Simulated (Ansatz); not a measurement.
Start from Y in the hcp (Mg type) structure (space group P6_3/mmc, No. 194; a = 3.594 Å, c = 5.610 Å; relaxed with 0.1 eV smearing).

All numbers come from PBEsol (Ansatz, a program for electronic structure), spin-orbit coupling left out.

Strains are applied to the cell and any free atomic positions relax.

One change was made to it. Results:

| quantity | base | after |
|---|---|---|
| energy relative to the base (free energy F) | 0 meV/atom | +0.9 meV/atom |
| pressure (mean of the normal stresses, compression positive) | 0.0 GPa | 0.6 GPa |
| band gap | zero | zero |

Question: Name the change that was made.
A) isotropic strain +1.50 %
B) isotropic strain −3.00 %
C) isotropic strain −1.50 %
D) isotropic strain −0.50 %
E) isotropic strain +1.00 %

Answer: D, isotropic strain −0.50 %. For comparison, the energy relative to the base in the other runs: isotropic strain −3.00 % gives +35 meV/atom; isotropic strain −1.50 % gives +8.6 meV/atom; isotropic strain +1.50 % gives +8.1 meV/atom; isotropic strain +1.00 % gives +3.7 meV/atom.

Stability against distortions was not tested. All final runs are without spin polarisation.
